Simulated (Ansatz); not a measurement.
The starting structures come from a database of crystals and need not be the phases stable at ambient conditions.

By r2SCAN, the system below comes out a metal.

A figure of merit of an interconnect metal is its ballistic conductance per area.

Here is the system:

```xyz
2
Lattice="4.2590 0.0000 0.0000 -2.1295 3.6884 0.0000 2.1295 1.2295 3.4774" Properties=species:S:1:pos:R:3 pbc="T T T"
Cd     0.0000     0.0000     0.0000
Te     0.0000     2.4589     1.7387
```

The cell was relaxed by PBE-D3(BJ); by r2SCAN it stands under a pressure of 1.7 GPa.

The current flows along the normal of the first two printed cell vectors, the (111) plane of the conventional cell. No spin-orbit coupling; the value is a mean over 0.1 eV about the Fermi level.

Question: Predict the ballistic conductance per area from Ansatz (an electronic-structure program) with r2SCAN.

Answer: 0.26 × 10¹⁵ S/m² for both spins.
